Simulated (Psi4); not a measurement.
Psi4 1.11, WB97X/def2-svpd: W(O)(S)(Cl)(OH) ([O]=[W]([OH])(=[S])[Cl]), 6 atoms. The geometry is a generated start, not checked to be a minimum at this level.

task: energy
method: wb97x
basis: def2-svpd
memory: 3 GB
maxiter: 100
keys of the molecule block: symmetry c1
scf_type: df (default)
guess: auto, which took SAD (default)
scf_initial_accelerator: adiis (default)
e_convergence: 1e-06 (default)
d_convergence: 1e-06 (default)
dft_radial_points: 75 (default)
dft_spherical_points: 302 (default)
effective core potentials: those of the basis set, past Kr
basis functions: 143
grid points: 130366

```xyz
6

W      0.2873    -0.2559    -0.1067
O      1.7074     0.0484    -0.9391
S      0.8241    -1.0071     1.8689
Cl    -0.6638    -1.9325    -1.1371
O     -0.8676     1.1425     0.0894
H     -1.2874     2.0046     0.2246
```

Charge 0 and multiplicity 1 are set for this test and not shown to be the ground state.

One run each on 2 threads. Values of diis_max_vecs tried: 3, 6, 10 (default), 20.

### Question
How does the count of SCF iterations change with diis_max_vecs, and where is it least?

### Answer
Fewest SCF iterations, within one of each other: 10 (default) with 12, 20 with 12. The count rises to 19 at 3. All converge to one solution.

```json
[
 {"diis_max_vecs": "3", "SCF iterations": "19", "end": "same solution"},
 {"diis_max_vecs": "6", "SCF iterations": "14", "end": "same solution"},
 {"diis_max_vecs": "10 (default)", "SCF iterations": "12", "end": "same solution"},
 {"diis_max_vecs": "20", "SCF iterations": "12", "end": "same solution"}
]
```
